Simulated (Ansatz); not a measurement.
Defect migration in corundum: interstitial Na, charge state +1. Level of theory: PBE, PAW (plane waves to 420 eV; Ansatz, an electronic-structure program).

Settings: 270 host sites, the relaxed PBE lattice, the Γ point alone, smearing 0.01 eV, spin-restricted, no image-charge correction. No zero-point or tunnelling terms. The charge state is imposed; whether it is stable for some Fermi level was not computed. Sites that were not tried may lie lower. The start lies 0.74 eV above the lowest site run (PBE).

Barriers: single points on a 2×2×2 k-point mesh shifted by half a step along c at the bands' geometries.

Relaxed starting cell (atoms counted from 1):

```yaml
crystal:
  lattice:
    - [14.42625, 0.00000, 0.00000]
    - [-7.21313, 12.49350, 0.00000]
    - [0.00000, 0.00000, 13.12510]
  atoms:
    - { symbol: Al, position: [0.00002, 0.99968, 0.35137] }
    - { symbol: Al, position: [0.00004, 0.33339, 0.49519] }
    - { symbol: Al, position: [0.00042, 0.66687, 0.35118] }
    - { symbol: Al, position: [0.33335, 0.00004, 0.35127] }
    - { symbol: Al, position: [0.33316, 0.33298, 0.35116] }
    - { symbol: Al, position: [0.33370, 0.66702, 0.35135] }
    - { symbol: Al, position: [0.66653, 0.00027, 0.35114] }
    - { symbol: Al, position: [0.66635, 0.33340, 0.35132] }
    - { symbol: Al, position: [0.66669, 0.66668, 0.35215] }
    - { symbol: Al, position: [0.22230, 0.11051, 0.18516] }
    - { symbol: Al, position: [0.22387, 0.44667, 0.18258] }
    - { symbol: Al, position: [0.22290, 0.77851, 0.18514] }
    - { symbol: Al, position: [0.55488, 0.11112, 0.18515] }
    - { symbol: Al, position: [0.55525, 0.44466, 0.18544] }
    - { symbol: Al, position: [0.55609, 0.77812, 0.18545] }
    - { symbol: Al, position: [0.88951, 0.10952, 0.18256] }
    - { symbol: Al, position: [0.88673, 0.44398, 0.18259] }
    - { symbol: Al, position: [0.88873, 0.77730, 0.18545] }
    - { symbol: Al, position: [0.10820, 0.22015, 0.30933] }
    - { symbol: Al, position: [0.11326, 0.55480, 0.30927] }
    - { symbol: Al, position: [0.11107, 0.88868, 0.31409] }
    - { symbol: Al, position: [0.44432, 0.22234, 0.31409] }
    - { symbol: Al, position: [0.44500, 0.55597, 0.31384] }
    - { symbol: Al, position: [0.44468, 0.88907, 0.31409] }
    - { symbol: Al, position: [0.77866, 0.22524, 0.30926] }
    - { symbol: Al, position: [0.77742, 0.55574, 0.31384] }
    - { symbol: Al, position: [0.77767, 0.88838, 0.31385] }
    - { symbol: Al, position: [0.22295, 0.11050, 0.48045] }
    - { symbol: Al, position: [0.22931, 0.44832, 0.48095] }
    - { symbol: Al, position: [0.22288, 0.77914, 0.48044] }
    - { symbol: Al, position: [0.55424, 0.11046, 0.48045] }
    - { symbol: Al, position: [0.55551, 0.44402, 0.48100] }
    - { symbol: Al, position: [0.55521, 0.77788, 0.48100] }
    - { symbol: Al, position: [0.88570, 0.10413, 0.48100] }
    - { symbol: Al, position: [0.88512, 0.44768, 0.48095] }
    - { symbol: Al, position: [0.88937, 0.77816, 0.48100] }
    - { symbol: O, position: [0.23127, 0.99963, 0.24978] }
    - { symbol: O, position: [0.23050, 0.33452, 0.25132] }
    - { symbol: O, position: [0.23336, 0.66895, 0.25003] }
    - { symbol: O, position: [0.56516, 0.00061, 0.24998] }
    - { symbol: O, position: [0.56395, 0.33359, 0.24993] }
    - { symbol: O, position: [0.56498, 0.66707, 0.25034] }
    - { symbol: O, position: [0.89778, 0.99870, 0.24979] }
    - { symbol: O, position: [0.88588, 0.32790, 0.23333] }
    - { symbol: O, position: [0.89809, 0.66648, 0.24998] }
    - { symbol: O, position: [0.10227, 0.10004, 0.25006] }
    - { symbol: O, position: [0.10867, 0.44757, 0.23332] }
    - { symbol: O, position: [0.10213, 0.76823, 0.24998] }
    - { symbol: O, position: [0.43505, 0.10213, 0.24978] }
    - { symbol: O, position: [0.43508, 0.43531, 0.24999] }
    - { symbol: O, position: [0.43633, 0.76944, 0.24992] }
    - { symbol: O, position: [0.77070, 0.10291, 0.25131] }
    - { symbol: O, position: [0.76761, 0.43562, 0.24978] }
    - { symbol: O, position: [0.76877, 0.76840, 0.25034] }
    - { symbol: O, position: [0.21294, 0.22252, 0.41651] }
    - { symbol: O, position: [0.21168, 0.55409, 0.41676] }
    - { symbol: O, position: [0.21321, 0.88915, 0.41624] }
    - { symbol: O, position: [0.54671, 0.22243, 0.41671] }
    - { symbol: O, position: [0.54692, 0.55565, 0.41694] }
    - { symbol: O, position: [0.54658, 0.88910, 0.41658] }
    - { symbol: O, position: [0.88174, 0.22190, 0.42839] }
    - { symbol: O, position: [0.87973, 0.55706, 0.41670] }
    - { symbol: O, position: [0.87983, 0.88941, 0.41731] }
    - { symbol: O, position: [0.11154, 0.32655, 0.42838] }
    - { symbol: O, position: [0.11087, 0.65711, 0.41650] }
    - { symbol: O, position: [0.11099, 0.99099, 0.41672] }
    - { symbol: O, position: [0.44429, 0.32418, 0.41658] }
    - { symbol: O, position: [0.44396, 0.65711, 0.41733] }
    - { symbol: O, position: [0.44423, 0.99076, 0.41625] }
    - { symbol: O, position: [0.77932, 0.32430, 0.41675] }
    - { symbol: O, position: [0.77775, 0.65797, 0.41693] }
    - { symbol: O, position: [0.77634, 0.98938, 0.41670] }
    - { symbol: O, position: [0.00909, 0.12169, 0.41679] }
    - { symbol: O, position: [0.00687, 0.45167, 0.42841] }
    - { symbol: O, position: [0.00922, 0.78681, 0.41659] }
    - { symbol: O, position: [0.34264, 0.12019, 0.41625] }
    - { symbol: O, position: [0.34404, 0.45367, 0.41671] }
    - { symbol: O, position: [0.34240, 0.78669, 0.41671] }
    - { symbol: O, position: [0.67626, 0.12047, 0.41649] }
    - { symbol: O, position: [0.67628, 0.45357, 0.41731] }
    - { symbol: O, position: [0.67542, 0.78647, 0.41694] }
    - { symbol: O, position: [0.00554, 0.22472, 0.23340] }
    - { symbol: O, position: [0.99888, 0.56271, 0.25130] }
    - { symbol: O, position: [0.99980, 0.89706, 0.24993] }
    - { symbol: O, position: [0.33279, 0.23127, 0.24998] }
    - { symbol: O, position: [0.33468, 0.56579, 0.24979] }
    - { symbol: O, position: [0.33376, 0.89835, 0.24979] }
    - { symbol: O, position: [0.66446, 0.23114, 0.25004] }
    - { symbol: O, position: [0.66632, 0.56462, 0.25034] }
    - { symbol: O, position: [0.66692, 0.89831, 0.24999] }
    - { symbol: Al, position: [0.22287, 0.11128, 0.68551] }
    - { symbol: Al, position: [0.22572, 0.44409, 0.68837] }
    - { symbol: Al, position: [0.22211, 0.77829, 0.68550] }
    - { symbol: Al, position: [0.55509, 0.11054, 0.68552] }
    - { symbol: Al, position: [0.55628, 0.44470, 0.68562] }
    - { symbol: Al, position: [0.55510, 0.77711, 0.68562] }
    - { symbol: Al, position: [0.88506, 0.10768, 0.68841] }
    - { symbol: Al, position: [0.88931, 0.44836, 0.68840] }
    - { symbol: Al, position: [0.88870, 0.77828, 0.68562] }
    - { symbol: Al, position: [0.11717, 0.22298, 0.51855] }
    - { symbol: Al, position: [0.11043, 0.56090, 0.51853] }
    - { symbol: Al, position: [0.11098, 0.88901, 0.51843] }
    - { symbol: Al, position: [0.44474, 0.22243, 0.51843] }
    - { symbol: Al, position: [0.44654, 0.55624, 0.51880] }
    - { symbol: Al, position: [0.44437, 0.88866, 0.51842] }
    - { symbol: Al, position: [0.77250, 0.21626, 0.51853] }
    - { symbol: Al, position: [0.77715, 0.55697, 0.51880] }
    - { symbol: Al, position: [0.77641, 0.88684, 0.51881] }
    - { symbol: Al, position: [0.00074, 0.00020, 0.64835] }
    - { symbol: Al, position: [0.00003, 0.33337, 0.67583] }
    - { symbol: Al, position: [0.00017, 0.66871, 0.64894] }
    - { symbol: Al, position: [0.33336, 0.00003, 0.64756] }
    - { symbol: Al, position: [0.33524, 0.33323, 0.64894] }
    - { symbol: Al, position: [0.33318, 0.66723, 0.64833] }
    - { symbol: Al, position: [0.66467, 0.99816, 0.64894] }
    - { symbol: Al, position: [0.66617, 0.33268, 0.64834] }
    - { symbol: Al, position: [0.66670, 0.66669, 0.64866] }
    - { symbol: Al, position: [0.11263, 0.22145, 0.81647] }
    - { symbol: Al, position: [0.11195, 0.55790, 0.81646] }
    - { symbol: Al, position: [0.11145, 0.88956, 0.81460] }
    - { symbol: Al, position: [0.44481, 0.22195, 0.81460] }
    - { symbol: Al, position: [0.44558, 0.55603, 0.81532] }
    - { symbol: Al, position: [0.44381, 0.88858, 0.81460] }
    - { symbol: Al, position: [0.77551, 0.22080, 0.81646] }
    - { symbol: Al, position: [0.77737, 0.55626, 0.81532] }
    - { symbol: Al, position: [0.77714, 0.88781, 0.81532] }
    - { symbol: O, position: [0.12035, 0.11143, 0.58349] }
    - { symbol: O, position: [0.10918, 0.43811, 0.58369] }
    - { symbol: O, position: [0.12019, 0.77790, 0.58293] }
    - { symbol: O, position: [0.45367, 0.11116, 0.58300] }
    - { symbol: O, position: [0.45407, 0.44471, 0.58355] }
    - { symbol: O, position: [0.45320, 0.77744, 0.58319] }
    - { symbol: O, position: [0.78658, 0.10924, 0.58635] }
    - { symbol: O, position: [0.78785, 0.44333, 0.58333] }
    - { symbol: O, position: [0.78679, 0.77792, 0.58377] }
    - { symbol: O, position: [0.32441, 0.21321, 0.58294] }
    - { symbol: O, position: [0.32217, 0.54555, 0.58335] }
    - { symbol: O, position: [0.32417, 0.87972, 0.58300] }
    - { symbol: O, position: [0.65777, 0.21306, 0.58346] }
    - { symbol: O, position: [0.65784, 0.54661, 0.58377] }
    - { symbol: O, position: [0.65734, 0.87933, 0.58355] }
    - { symbol: O, position: [0.99564, 0.22424, 0.58365] }
    - { symbol: O, position: [0.98935, 0.54682, 0.58635] }
    - { symbol: O, position: [0.99093, 0.88019, 0.58320] }
    - { symbol: O, position: [0.10196, 0.00050, 0.74965] }
    - { symbol: O, position: [0.10486, 0.33556, 0.75584] }
    - { symbol: O, position: [0.10197, 0.66731, 0.74987] }
    - { symbol: O, position: [0.43516, 0.99968, 0.74957] }
    - { symbol: O, position: [0.43619, 0.33324, 0.74998] }
    - { symbol: O, position: [0.43465, 0.66593, 0.74948] }
    - { symbol: O, position: [0.76701, 0.99794, 0.75086] }
    - { symbol: O, position: [0.77038, 0.33321, 0.74865] }
    - { symbol: O, position: [0.76881, 0.66715, 0.75016] }
    - { symbol: O, position: [0.00020, 0.10388, 0.74865] }
    - { symbol: O, position: [0.99782, 0.43600, 0.75583] }
    - { symbol: O, position: [0.00017, 0.76966, 0.74997] }
    - { symbol: O, position: [0.33373, 0.10220, 0.74957] }
    - { symbol: O, position: [0.33545, 0.43577, 0.75087] }
    - { symbol: O, position: [0.33289, 0.76816, 0.74965] }
    - { symbol: O, position: [0.66609, 0.10138, 0.74987] }
    - { symbol: O, position: [0.66746, 0.43543, 0.74949] }
    - { symbol: O, position: [0.66624, 0.76836, 0.75017] }
    - { symbol: O, position: [0.23202, 0.23141, 0.74989] }
    - { symbol: O, position: [0.22951, 0.56302, 0.74864] }
    - { symbol: O, position: [0.23121, 0.89823, 0.74957] }
    - { symbol: O, position: [0.56523, 0.23145, 0.74964] }
    - { symbol: O, position: [0.56503, 0.56459, 0.75016] }
    - { symbol: O, position: [0.56373, 0.89720, 0.74997] }
    - { symbol: O, position: [0.89738, 0.22853, 0.75582] }
    - { symbol: O, position: [0.89763, 0.56640, 0.75086] }
    - { symbol: O, position: [0.89797, 0.89874, 0.74950] }
    - { symbol: O, position: [0.22224, 0.00922, 0.58300] }
    - { symbol: O, position: [0.22417, 0.34404, 0.58636] }
    - { symbol: O, position: [0.22197, 0.67563, 0.58348] }
    - { symbol: O, position: [0.55548, 0.00899, 0.58294] }
    - { symbol: O, position: [0.55596, 0.34247, 0.58319] }
    - { symbol: O, position: [0.55547, 0.67556, 0.58377] }
    - { symbol: O, position: [0.89006, 0.01121, 0.58335] }
    - { symbol: O, position: [0.89530, 0.33775, 0.58364] }
    - { symbol: O, position: [0.88869, 0.67607, 0.58354] }
    - { symbol: Al, position: [0.11069, 0.22106, 0.02003] }
    - { symbol: Al, position: [0.11236, 0.55635, 0.02003] }
    - { symbol: Al, position: [0.11119, 0.88864, 0.01872] }
    - { symbol: Al, position: [0.44413, 0.22222, 0.01872] }
    - { symbol: Al, position: [0.44537, 0.55604, 0.01905] }
    - { symbol: Al, position: [0.44474, 0.88926, 0.01871] }
    - { symbol: Al, position: [0.77706, 0.22276, 0.02004] }
    - { symbol: Al, position: [0.77735, 0.55603, 0.01905] }
    - { symbol: Al, position: [0.77737, 0.88801, 0.01904] }
    - { symbol: Al, position: [0.99960, 0.99945, 0.85250] }
    - { symbol: Al, position: [0.00004, 0.33338, 0.86701] }
    - { symbol: Al, position: [0.99994, 0.66775, 0.85300] }
    - { symbol: Al, position: [0.33335, 0.00004, 0.85185] }
    - { symbol: Al, position: [0.33449, 0.33346, 0.85299] }
    - { symbol: Al, position: [0.33393, 0.66683, 0.85248] }
    - { symbol: Al, position: [0.66565, 0.99891, 0.85300] }
    - { symbol: Al, position: [0.66655, 0.33382, 0.85248] }
    - { symbol: Al, position: [0.66669, 0.66669, 0.85254] }
    - { symbol: Al, position: [0.22231, 0.11069, 0.98099] }
    - { symbol: Al, position: [0.22411, 0.44492, 0.98070] }
    - { symbol: Al, position: [0.22269, 0.77832, 0.98098] }
    - { symbol: Al, position: [0.55506, 0.11110, 0.98098] }
    - { symbol: Al, position: [0.55566, 0.44442, 0.98151] }
    - { symbol: Al, position: [0.55543, 0.77773, 0.98152] }
    - { symbol: Al, position: [0.88750, 0.10931, 0.98069] }
    - { symbol: Al, position: [0.88850, 0.44593, 0.98071] }
    - { symbol: Al, position: [0.88899, 0.77794, 0.98152] }
    - { symbol: Al, position: [0.00003, 0.99880, 0.14688] }
    - { symbol: Al, position: [0.00003, 0.33341, 0.14332] }
    - { symbol: Al, position: [0.00020, 0.66679, 0.14769] }
    - { symbol: Al, position: [0.33335, 0.00004, 0.14741] }
    - { symbol: Al, position: [0.33327, 0.33321, 0.14767] }
    - { symbol: Al, position: [0.33458, 0.66792, 0.14687] }
    - { symbol: Al, position: [0.66662, 0.00013, 0.14765] }
    - { symbol: Al, position: [0.66547, 0.33339, 0.14686] }
    - { symbol: Al, position: [0.66670, 0.66669, 0.14808] }
    - { symbol: O, position: [0.00950, 0.22086, 0.91783] }
    - { symbol: O, position: [0.00946, 0.55715, 0.91639] }
    - { symbol: O, position: [0.00902, 0.88891, 0.91647] }
    - { symbol: O, position: [0.34263, 0.22201, 0.91672] }
    - { symbol: O, position: [0.34335, 0.55549, 0.91528] }
    - { symbol: O, position: [0.34241, 0.88901, 0.91612] }
    - { symbol: O, position: [0.67486, 0.22176, 0.91556] }
    - { symbol: O, position: [0.67560, 0.55571, 0.91667] }
    - { symbol: O, position: [0.67516, 0.88815, 0.91698] }
    - { symbol: O, position: [0.21437, 0.32394, 0.91640] }
    - { symbol: O, position: [0.21358, 0.65854, 0.91556] }
    - { symbol: O, position: [0.21328, 0.99098, 0.91612] }
    - { symbol: O, position: [0.54659, 0.32438, 0.91647] }
    - { symbol: O, position: [0.54680, 0.65779, 0.91668] }
    - { symbol: O, position: [0.54605, 0.99077, 0.91671] }
    - { symbol: O, position: [0.87804, 0.32390, 0.91782] }
    - { symbol: O, position: [0.87968, 0.65823, 0.91699] }
    - { symbol: O, position: [0.87883, 0.99005, 0.91528] }
    - { symbol: O, position: [0.32420, 0.11102, 0.08314] }
    - { symbol: O, position: [0.32541, 0.44477, 0.08327] }
    - { symbol: O, position: [0.32481, 0.77869, 0.08289] }
    - { symbol: O, position: [0.65755, 0.11151, 0.08382] }
    - { symbol: O, position: [0.65701, 0.44491, 0.08309] }
    - { symbol: O, position: [0.65777, 0.77770, 0.08369] }
    - { symbol: O, position: [0.98964, 0.10594, 0.07838] }
    - { symbol: O, position: [0.98957, 0.44480, 0.07854] }
    - { symbol: O, position: [0.99112, 0.77770, 0.08329] }
    - { symbol: O, position: [0.22190, 0.21276, 0.08382] }
    - { symbol: O, position: [0.22746, 0.55042, 0.07835] }
    - { symbol: O, position: [0.22238, 0.87989, 0.08314] }
    - { symbol: O, position: [0.55471, 0.21283, 0.08289] }
    - { symbol: O, position: [0.55568, 0.54677, 0.08370] }
    - { symbol: O, position: [0.55570, 0.88014, 0.08329] }
    - { symbol: O, position: [0.88862, 0.21150, 0.07856] }
    - { symbol: O, position: [0.88862, 0.54737, 0.08326] }
    - { symbol: O, position: [0.88850, 0.87882, 0.08309] }
    - { symbol: O, position: [0.12057, 0.00859, 0.08290] }
    - { symbol: O, position: [0.12188, 0.34381, 0.07855] }
    - { symbol: O, position: [0.12064, 0.67586, 0.08382] }
    - { symbol: O, position: [0.45351, 0.00921, 0.08313] }
    - { symbol: O, position: [0.45326, 0.34229, 0.08329] }
    - { symbol: O, position: [0.45457, 0.67638, 0.08309] }
    - { symbol: O, position: [0.78603, 0.00796, 0.08327] }
    - { symbol: O, position: [0.78297, 0.34376, 0.07834] }
    - { symbol: O, position: [0.78663, 0.67562, 0.08369] }
    - { symbol: O, position: [0.11164, 0.11981, 0.91557] }
    - { symbol: O, position: [0.11255, 0.45536, 0.91783] }
    - { symbol: O, position: [0.11139, 0.78734, 0.91672] }
    - { symbol: O, position: [0.44438, 0.12011, 0.91612] }
    - { symbol: O, position: [0.44523, 0.45372, 0.91699] }
    - { symbol: O, position: [0.44448, 0.78681, 0.91647] }
    - { symbol: O, position: [0.77626, 0.11902, 0.91638] }
    - { symbol: O, position: [0.77791, 0.45457, 0.91527] }
    - { symbol: O, position: [0.77769, 0.78660, 0.91668] }
    - { symbol: Na, position: [0.00004, 0.33343, 0.32652] }
```
Cell charge +1.

End state 1 differs by these moves (Å; atoms that move under 0.15 Å are left out):

```json
[
 {"atom": "2", "element": "Al", "Δx": "0.03", "Δy": "0.03", "Δz": "-1.81"},
 {"atom": "19", "element": "Al", "Δx": "0.03", "Δy": "0.03", "Δz": "-1.81"},
 {"atom": "38", "element": "O", "Δx": "-0.01", "Δy": "-0.01", "Δz": "-0.17"},
 {"atom": "44", "element": "O", "Δx": "0.14", "Δy": "0.07", "Δz": "0.22"},
 {"atom": "46", "element": "O", "Δx": "0.00", "Δy": "0.05", "Δz": "-0.16"},
 {"atom": "47", "element": "O", "Δx": "0.00", "Δy": "-0.17", "Δz": "0.22"},
 {"atom": "55", "element": "O", "Δx": "0.14", "Δy": "0.07", "Δz": "0.22"},
 {"atom": "61", "element": "O", "Δx": "-0.01", "Δy": "-0.01", "Δz": "-0.17"},
 {"atom": "73", "element": "O", "Δx": "0.00", "Δy": "-0.17", "Δz": "0.22"},
 {"atom": "74", "element": "O", "Δx": "0.00", "Δy": "0.05", "Δz": "-0.16"},
 {"atom": "110", "element": "Al", "Δx": "0.00", "Δy": "0.02", "Δz": "-0.38"},
 {"atom": "118", "element": "Al", "Δx": "-0.03", "Δy": "0.01", "Δz": "-0.22"},
 {"atom": "128", "element": "O", "Δx": "0.09", "Δy": "0.15", "Δz": "0.06"},
 {"atom": "142", "element": "O", "Δx": "0.00", "Δy": "-0.15", "Δz": "0.06"},
 {"atom": "181", "element": "Al", "Δx": "0.00", "Δy": "0.02", "Δz": "-0.38"},
 {"atom": "191", "element": "Al", "Δx": "-0.03", "Δy": "0.01", "Δz": "-0.22"},
 {"atom": "241", "element": "O", "Δx": "0.09", "Δy": "0.15", "Δz": "0.06"},
 {"atom": "254", "element": "O", "Δx": "0.00", "Δy": "-0.15", "Δz": "0.06"},
 {"atom": "271", "element": "Na", "Δx": "2.40", "Δy": "-1.39", "Δz": "0.18"}
]
```

**Question.** Predict the forward and backward barriers to end state 1 from PBE, PAW.

**Answer.** forward 2.09 eV, backward 2.09 eV; at the saddle point atom 271 has neighbours O at 1.85, O at 1.94, O at 2.00, O at 2.17 Å. The check of the saddle point's order was inconclusive.
